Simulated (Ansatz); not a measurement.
Start from Na$_{2}$S in the anti-fluorite structure (space group Fm-3m, No. 225; a = 6.5014 Å). Axes: x, y, z lie along the cube axes.

Computed with PBEsol in Ansatz (plane waves to 420 eV, PAW, no spin-orbit coupling).

Base values:

- Valley order = Γ 2.43 eV; X along ⟨100⟩ 3.70 eV

Modification: tensile biaxial strain of 2.50 % in the plane normal to [111], as in epitaxy on a mismatched substrate; the out-of-plane cell vector and the atoms relax.

Problem. Predict the new valley order.

Solution. The valley order (the lowest conduction-band minima on the path, energy above the VBM, named in the base's zone) changes from Γ 2.43 eV; X along ⟨100⟩ 3.70 eV to Γ 2.25 eV; X along [001] 3.62 eV.

The levels and masses belong to the bands next to the band gap. Whether these cells are dynamically stable was not tested.

Ansatz is an electronic-structure program.
